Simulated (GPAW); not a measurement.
Band structure of LaB₆ (Pm-3m, 7 atoms in the cell).

```
LaB6
1.0
    4.18625     0.00000     0.00000
    0.00000     4.18625     0.00000
    0.00000     0.00000     4.18625
La B
1 6
Direct
  0.00000   0.00000   0.00000
  0.80012   0.50000   0.50000
  0.19988   0.50000   0.50000
  0.50000   0.80012   0.50000
  0.50000   0.19988   0.50000
  0.50000   0.50000   0.80012
  0.50000   0.50000   0.19988
```

Method of the run: PBE, GPAW PAW datasets PBE (gpaw-data 1.0.1) (plane waves; GPAW 25.7.0).

Settings: mode = pw; ecut = 950 eV; xc = PBE; kpts = 7 7 7; mesh shift (steps) = 0 0 0; occupations.name = methfessel-paxton; occupations.width = 0.136 eV; occupations.order = 0; nbands = -11; convergence.density = 1e-05 e/electron; symmetry.symmorphic = false; symmetry.tolerance = 0.0005; maxiter = 150; bandpath_npoints = 40.

The starting cell comes from a database of computed structures (which also holds hypothetical and non-ambient phases and stackings), without a prior relaxation at this level. Its lattice was rescaled by a random factor within 2.5 % of one.

Levels in eV from the Fermi level, bands 11 to 18:
```
point     11     12     13     14     15    16    17    18
-----  -----  -----  -----  -----  -----  ----  ----  ----
Γ      -6.94  -1.86  -1.86  -1.86   0.20  0.20  0.20  1.44
X      -3.44  -3.44  -3.18  -2.43  -1.48  1.39  1.50  1.50
M      -4.39  -4.39  -2.88  -2.88   0.97  0.97  1.84  1.87
R      -4.71  -2.40  -2.40  -2.40   1.39  1.67  1.67  1.67
```

Bands cross the Fermi level along this path, so the cell is metallic at this level.
